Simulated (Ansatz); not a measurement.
System: LaB3C3 (model structure, started from the SrB3C3 type, Pm-3n, No. 223, 14 atoms in the cell). Method: PBEsol+SOC (PAW; Ansatz, a quantum-chemistry and plane-wave program).

Run with plane-wave cutoff 520 eV, 6×6×6 k mesh, Fermi–Dirac smearing 0.01 eV, PAW data made under PBE.

Cell (relaxed with PBEsol):

```
LaB3C3
1.0
    4.87203     0.00000     0.00000
    0.00000     4.87203     0.00000
    0.00000     0.00000     4.87203
La B C
2 6 6
Direct
  0.50000   0.50000   0.50000
  0.00000   0.00000   0.00000
  0.25000   0.00000   0.50000
  0.50000   0.25000   0.00000
  0.50000   0.75000   0.00000
  0.75000   0.00000   0.50000
  0.00000   0.50000   0.75000
  0.00000   0.50000   0.25000
  0.25000   0.50000   0.00000
  0.00000   0.25000   0.50000
  0.00000   0.75000   0.50000
  0.75000   0.50000   0.00000
  0.50000   0.00000   0.75000
  0.50000   0.00000   0.25000
```

### Question
What does this level give for the band gap?

### Answer

* **band gap**: 0.60 eV (on the SCF k mesh)

Note: the relaxation could raise the start's symmetry but not lower it, so the cell can be a saddle point.

The computed numbers hold no vibrational or temperature effects.

The result took very roughly 80 core-seconds.

A model structure was made by putting elements into a prototype or built by hand; it is no filed structure, need not be a known phase, and can be a saddle point held by its symmetry.
